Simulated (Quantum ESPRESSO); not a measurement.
**Converging the SCF threshold: ZnNi (P4mm, 2 atoms in the cell)**

```
CELL_PARAMETERS angstrom
      2.71006     0.00000     0.00000
      0.00000     2.71006     0.00000
      0.00000     0.00000     3.19786
ATOMIC_POSITIONS crystal
  Zn 0.50000 0.50000 0.51563
  Ni 0.00000 0.00000 0.00000
```

Method of the run: LDA (PZ), PSlibrary PAW (LDA) pseudopotentials (plane waves; Quantum ESPRESSO 7.5).

Base settings: ecutwfc = 50 Ry; ecutrho = 300 Ry; occupations = smearing; smearing = fermi-dirac; degauss = 0.0073499 Ry; potentials = {Zn: Zn.pz-dn-kjpaw_psl.1.0.0.UPF, Ni: Ni.pz-n-kjpaw_psl.1.0.0.UPF}; K_POINTS = automatic 8 8 7 0 0 0; conv_thr = 1e-10 Ry; mixing_beta = 0.7.

The mesh stays at the base's, so the ladder's end is converged at best in this setting alone.

Only quantities that move along the ladder and can be compared are tabulated.

The count of work is k-points × plane waves × bands × iterations; it is no time. 

The starting cell comes from a database of computed structures (which also holds hypothetical and non-ambient phases and stackings), without a prior relaxation at this level. Its lattice was rescaled by up to half a per cent. One atom was moved a little off its site on purpose. Spin polarisation is off. In the base run, with a pressure of about -11 GPa the cell is away from its equilibrium volume at this level.

Steps (conv_thr): 0.0073 Ry; 0.00073 Ry; 7.3e-05 Ry; 7.3e-06 Ry; 7.3e-07 Ry; 7.3e-08 Ry; 7.3e-09 Ry; 7.3e-10 Ry; 1e-10 Ry; 7.3e-12 Ry; 7.3e-14 Ry.

What is the coarsest conv_thr that holds the free energy within 1 meV/atom of the last step, with all finer ones?

7.3e-05 Ry, at 0.43 of the last step's count of work; the step before is off by 2.0 meV/atom.

What is the coarsest conv_thr that holds the forces within 0.01 eV/Å of the last step, with all finer ones?

7.3e-06 Ry; the step before is off by 0.016 eV/Å.

```csv
conv_thr,free energy less the last step's (meV/atom),largest difference of a force vector from the last step's (eV/Å),count of work / last
0.0073 Ry,42.83,0.281,0.21
0.00073 Ry,2.00,0.099,0.36
7.3e-05 Ry,0.11,0.016,0.43
7.3e-06 Ry,0.02,0.003,0.50
7.3e-07 Ry,0.00,0.002,0.57
7.3e-08 Ry,0.00,0.002,0.57
7.3e-09 Ry,0.00,0.000,0.64
7.3e-10 Ry,0.00,0.000,0.79
1e-10 Ry,0.00,0.000,0.79
7.3e-12 Ry,0.00,0.000,0.86
7.3e-14 Ry,0.00,0.000,1.0
```
